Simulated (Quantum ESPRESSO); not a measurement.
A self-consistent single point of Nb₅Si₃B (P6_3/mcm, 18 atoms in the cell) with Quantum ESPRESSO.

Level of theory: LDA (PZ), GBRV 1.5 ultrasoft (LDA) pseudopotentials (plane waves; Quantum ESPRESSO 7.5).

```xyz
18
Lattice="7.6350 0.0000 0.0000 -3.8175 6.6121 0.0000 0.0000 0.0000 5.2839" Properties=species:S:1:pos:R:3 pbc="T T T"
Nb     0.0000     4.4080     0.0000
Nb     3.8175     2.2040     0.0000
Nb     3.8175     2.2040     2.6420
Nb     0.0000     4.4080     2.6420
Nb     5.7468     0.0000     3.9630
Nb     1.8882     0.0000     1.3210
Nb     2.8734     4.9768     1.3210
Nb     0.9441     1.6352     3.9630
Nb    -2.8734     4.9768     3.9630
Nb    -0.9441     1.6352     1.3210
Si     3.0679     0.0000     3.9630
Si     4.5671     0.0000     1.3210
Si     1.5339     2.6569     1.3210
Si     2.2835     3.9552     3.9630
Si    -1.5339     2.6569     3.9630
Si    -2.2835     3.9552     1.3210
B      0.0000     0.0000     0.0000
B      0.0000     0.0000     2.6420
```

Reference input (self-consistent single point, DFT, LDA (PZ), plane waves, GBRV 1.5 ultrasoft (LDA) pseudopotentials): ecutwfc = 40 Ry; ecutrho = 320 Ry; occupations = smearing; smearing = fermi-dirac; degauss = 0.0099958 Ry; potentials = {Nb: nb_lda_v1.uspp.F.UPF, Si: si_lda_v1.uspp.F.UPF, B: b_lda_v1.4.uspp.F.UPF}; K_POINTS = automatic 5 5 7 0 0 0; conv_thr = 1e-11 Ry. This run's input differs from it in these lines:

```diff
@@ -18,3 +18,3 @@
  smearing = 'fermi-dirac',
- degauss = 0.0099958,
+ degauss = 0.0018375,
 /
```

Output (repeated stretches shortened):

```
     Self-consistent Calculation

     iteration #  1     ecut=    40.00 Ry     beta= 0.70

     total energy              =   -1250.69228494 Ry
     estimated scf accuracy    <       3.50887227 Ry

     iteration #  2     ecut=    40.00 Ry     beta= 0.70

     total energy              =   -1250.92613339 Ry
     estimated scf accuracy    <       7.54244249 Ry

     iteration #  3     ecut=    40.00 Ry     beta= 0.70

     total energy              =   -1251.62014758 Ry
     estimated scf accuracy    <       6.98317064 Ry

   [... 9 blocks of this kind left out ...]

     iteration # 13     ecut=    40.00 Ry     beta= 0.70

     total energy              =   -1252.45522145 Ry
     estimated scf accuracy    <          1.8E-09 Ry

     iteration # 14     ecut=    40.00 Ry     beta= 0.70
     End of self-consistent calculation

     the Fermi energy is    16.2953 ev

!    total energy              =   -1252.45522145 Ry
     estimated scf accuracy    <          3.2E-12 Ry
     smearing contrib. (-TS)   =      -0.00129502 Ry
     internal energy E=F+TS    =   -1252.45392643 Ry

     convergence has been achieved in  14 iterations

     Forces acting on atoms (cartesian axes, Ry/au):

     atom    1 type  1   force =    -0.00000000    0.00000000    0.00000000
     atom    2 type  1   force =     0.00000000   -0.00000000    0.00000000
     atom    3 type  1   force =    -0.00000000    0.00000000    0.00000000
     atom    4 type  1   force =     0.00000000   -0.00000000   -0.00000000
     atom    5 type  1   force =     0.00462773   -0.00000000   -0.00000000
   [... lines left out ...]

     Total force =     0.011369     Total SCF correction =     0.000002

          total   stress  (Ry/bohr**3)                   (kbar)     P=      -78.92
  -0.00052236   0.00000000   0.00000000          -76.84        0.00        0.00
   0.00000000  -0.00052236   0.00000000            0.00      -76.84        0.00
   0.00000000   0.00000000  -0.00056484            0.00        0.00      -83.09

   JOB DONE.
```

The run converged in 14 iterations. Against the reference run the free energy goes up by 13.3 meV/atom, the pressure goes from -7.72 to -7.89 GPa and the largest force goes from 0.157 to 0.119 eV/Å.

The starting cell comes from a database of computed structures (which also holds hypothetical and non-ambient phases and stackings), without a prior relaxation at this level. Its lattice was rescaled by a random factor within 2.5 % of one. Spin polarisation is off. With a pressure of about -8 GPa the cell is away from its equilibrium volume at this level.

Cost on one core of a shared machine: roughly 20 min.
